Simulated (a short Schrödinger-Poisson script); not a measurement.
## MOS inversion layer, SiO2 on p-type Si(100)

Stack: MOS inversion layer, SiO2 on p-type Si(100), at 300 K.

```
layer  material  thickness (nm)  Na (cm⁻³)
-----  --------  --------------  ---------
1          SiO2             1.9          -
2            Si            1700     6.3e16
```

The device is made up for the run: typed textbook-type constants, with dimensions and the other settings drawn at random. SiO2: permittivity 3.9, conduction-band edge (eV) 3.15, gap (eV) 9, electron mass (mₑ) 0.5. Si: permittivity 11.7, conduction-band edge (eV) 0, gap (eV) 1.124, Nv at 300 K (cm⁻³) 3.1e19.

Channel valleys (confinement mass, in-plane density-of-states mass, number): Δ2 0.916, 0.19, 2; Δ4 0.19, 0.417, 4. At the gate the conduction-band edge of layer 1 lies 3.58 eV − eVg above the Fermi level of the channel; the field vanishes at the back. Gaps are held at their typed values at every temperature. Mesh 0.03 nm at interfaces.

Solved with a short Schrödinger-Poisson script written for these runs: 1D Poisson equation in equilibrium, electrons quantum, Hartree (BenDaniel-Duke, 12 states a valley, the channel's in-plane mass for all, wave functions ending at the dielectric), parabolic valleys, classical holes, full ionisation, no traps, pinning or gate leakage.

```csv
Vg (V),electrons (cm⁻²),C (μF/cm²),Δ2 E0 (meV),Δ2 E1 (meV),Δ4 E0 (meV),Δ4 E1 (meV)
0.2,3.39e7,0.0860,334.1,363.7,361.4,410.6
0.4,3.66e10,0.247,150.7,183.5,180.9,235.1
0.6,9.44e11,1.10,59.1,102.0,99.2,160.6
0.8,2.46e12,1.31,26.3,80.7,77.8,145.3
1,4.15e12,1.39,5.9,70.3,67.3,139.1
1.2,5.92e12,1.44,-9.8,63.4,60.4,135.6
1.4,7.73e12,1.47,-23.0,58.3,55.3,133.3
1.6,9.58e12,1.49,-34.9,54.0,51.0,131.5
1.8,1.15e13,1.51,-45.9,50.3,47.2,130.2
2,1.33e13,1.52,-56.3,46.9,43.8,129.0
```

Gate voltages with under 1e6 electrons/cm² are left out.

Subbands count from the Fermi level.
